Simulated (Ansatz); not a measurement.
# How well does each level of theory give the bulk modulus of white tin (β-Sn)?

Reference value: 57.0 GPa (measured, temperature not stated, no zero-point or thermal correction; as tabulated in Chen et al. (2023), arXiv:2209.05059).

| level (code) | value (GPa) | cell (Å³/atom) | difference (%) |
|---|---|---|---|
| LDA (Ansatz) | 60.0 | 26.17 | +5.3 |
| BLYP (Ansatz) | 35.2 | 31.19 | -38 |
| PBE (Ansatz) | 47.6 | 28.41 | -16.5 |
| PBEsol (Ansatz) | 56.2 | 26.88 | -1.4 |
| RPBE (Ansatz) | 43.1 | 29.27 | -24 |
| PBE-D4 (Ansatz) | 54.5 | 27.17 | -4.4 |
| PBEsol-D3(BJ) (Ansatz) | 63.0 | 25.76 | +10.5 |
| r²SCAN+SOC (Ansatz) | 53.9 | 27.58 | -5.4 |
| r²SCAN-D4 (Ansatz) | 56.4 | 27.22 | -1.1 |

The reference's temperature isn't stated, so close values are not ranked against it. Off by more than 20 %, or 28 % on the side where a correction would as a rule narrow the miss (bounds picked here): BLYP (-38 %), RPBE (-24 %).

The reference isn't brought to a static lattice, while the calculations are for one, so the differences are not the levels' errors alone. A static lattice is as a rule stiffer than a warm one, by over a tenth in soft solids.  BLYP: the cell is over a tenth larger than the published one: the level's own overestimate first of all, though another phase or state, or a fault of the published cell, is possible. Each level is taken at its own relaxed cell. Cutoffs differ between the levels. Ansatz's density-functional and Hartree–Fock values are scalar-relativistic unless marked +SOC, with PAW data made under PBE.

Differences are worked out from the printed values.

Ansatz is an electronic-structure program.
